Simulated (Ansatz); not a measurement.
## Hypothetical fluorite TaGe2: pressure 7 GPa

Consider TaGe₂ in the fluorite structure (space group Fm-3m, No. 225; a = 6.1889 Å; a hypothetical phase, not in the database extracts checked).

It is then changed as follows: a hydrostatic pressure of 7 GPa.

All numbers come from plane-wave PAW DFT at the PBEsol level (Ansatz, an electronic-structure program, 420 eV), no spin-orbit coupling. Settings: 13×13×13 k-points, 0.05 eV Fermi–Dirac smearing.

The volume per atom drops by 1.077 Å³ (19.75 Å³ → 18.68 Å³) and the density grows by 0.53 g/cm³ (9.14 g/cm³ → 9.67 g/cm³). The lattice parameter a drops by 0.115 Å (6.189 Å → 6.074 Å) and the shortest interatomic distance drops by 0.050 Å to 2.630 Å. The enthalpy H = E + PV relative to the base's energy amounts to +0.84 eV/atom and the band gap stays zero.

Final structure:

```xyz
3
Lattice="0.0000 3.0372 3.0372 3.0372 0.0000 3.0372 3.0372 3.0372 0.0000" Properties=species:S:1:pos:R:3 pbc="T T T"
Ta     0.0000     0.0000     0.0000
Ge     1.5186     1.5186     1.5186
Ge     4.5557     4.5557     4.5557
```

Load acts through the strain it causes; cell and atoms are relaxed under it. No phonon test of stability was made. No other phases were tried under pressure. All final runs are without spin polarisation. An odd electron count without spin: TaGe2. TaGe2 has a high density of states at the Fermi level and may be magnetic at this level.
